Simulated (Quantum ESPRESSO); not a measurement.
A user runs Quantum ESPRESSO on Nb₃Ga₂ (P4/mbm, 10 atoms in the cell) and asks whether the run is sound. The aim is a self-consistent single point with DFT, PBEsol, plane waves, PseudoDojo standard norm-conserving (PBESOL) pseudopotentials.

Cell that was meant: a = 7.0064 Å, b = 7.0064 Å, c = 3.5427 Å, α = 90.00°, β = 90.00°, γ = 90.00°.

Part of the input:

```fortran
    occupations = 'smearing'
    smearing = 'marzari-vanderbilt'
    degauss = 0.0073499
    nbnd = 65
/
&electrons
    conv_thr = 1.0d-9
```

Output, abridged:

```
     Message from routine setup:
     using ibrav=0 with symmetry is DISCOURAGED, use correct ibrav instead
     G-vector sticks info
   [... lines left out ...]
        k(    6) = (   0.1666667  -0.5000000   0.8240476), wk =   0.2962963
        k(    7) = (  -0.5000000  -0.5000000   0.1648095), wk =   0.0740741
        k(    8) = (  -0.5000000  -0.5000000   0.4944285), wk =   0.0740741
        k(    9) = (  -0.5000000  -0.5000000   0.8240476), wk =   0.0740741

     Dense  grid:   124259 G-vectors     FFT dimensions: (  80,  80,  40)

     Initial potential from superposition of free atoms

     starting charge     129.9776, renormalised to     130.0000
     Self-consistent Calculation

     iteration #  1     ecut=    85.00 Ry     beta= 0.70

     Threshold (ethr) on eigenvalues was too large:
     Diagonalizing with lowered threshold

     total energy              =   -1357.66479248 Ry
     estimated scf accuracy    <       1.10953636 Ry

     iteration #  2     ecut=    85.00 Ry     beta= 0.70

     total energy              =   -1357.92333187 Ry
     estimated scf accuracy    <       0.49960564 Ry

     iteration #  3     ecut=    85.00 Ry     beta= 0.70

     total energy              =   -1358.03882733 Ry
     estimated scf accuracy    <       0.01803487 Ry

   [... 25 blocks of this kind left out ...]

     iteration # 29     ecut=    85.00 Ry     beta= 0.70
     c_bands:  1 eigenvalues not converged

     total energy              =   -1358.04928473 Ry
     estimated scf accuracy    <          1.5E-09 Ry

     iteration # 30     ecut=    85.00 Ry     beta= 0.70
     c_bands:  1 eigenvalues not converged
     End of self-consistent calculation

     the Fermi energy is    16.9511 ev

!    total energy              =   -1358.04928474 Ry
     estimated scf accuracy    <          1.9E-10 Ry
     smearing contrib. (-TS)   =       0.00000000 Ry
     internal energy E=F+TS    =   -1358.04928474 Ry

     convergence has been achieved in  30 iterations

     Forces acting on atoms (cartesian axes, Ry/au):

     atom    1 type  1   force =    -0.00144541   -0.00144541    0.00000000
     atom    2 type  1   force =     0.00144541   -0.00144541    0.00000000
     atom    3 type  1   force =     0.00144541    0.00144541    0.00000000
     atom    4 type  1   force =    -0.00144541    0.00144541    0.00000000
   [... lines left out ...]

     Total force =     0.063095     Total SCF correction =     0.000019

          total   stress  (Ry/bohr**3)                   (kbar)     P=      -89.91
  -0.00063344   0.00000000   0.00000000          -93.18        0.00        0.00
   0.00000000  -0.00063344   0.00000000            0.00      -93.18        0.00
   0.00000000   0.00000000  -0.00056680            0.00        0.00      -83.38

   JOB DONE.
```

Problem. Can these results be used? Check the input.

Solution. The run is not sound. The fault is too few bands. Each band holds two electrons without spin (one with spinors), and smearing needs some empty bands above the Fermi level. To fix it, raise the band count or leave it to the default. The run converged in 30 iterations without an error; against the sound input the free energy rises by 69.3 meV/atom, the pressure goes from -9.40 to -8.99 GPa and the largest force goes from 0.796 to 0.809 eV/Å. The full log also holds: “c_bands:  1 eigenvalues not converged”.

The sound input it was made from differs as follows (other fixes are possible):
```diff
-    nbnd = 65
```

With that input, the run converged in 13 iterations: free energy E − TS -18477.8950 eV; Fermi level (on the code's own zero) 15.77 eV; pressure -9.40 GPa; largest force (vector length) 0.796 eV/Å (DFT, PBEsol, plane waves, PseudoDojo standard norm-conserving (PBESOL) pseudopotentials).

On the sound input: the starting cell comes from a database of published, mostly measured structures (it also holds non-ambient and calculated ones), without a prior relaxation at this level. Its lattice was rescaled by a random factor within 2.5 % of one. Spin polarisation is off. With a pressure of about -9 GPa the cell is away from its equilibrium volume at this level.
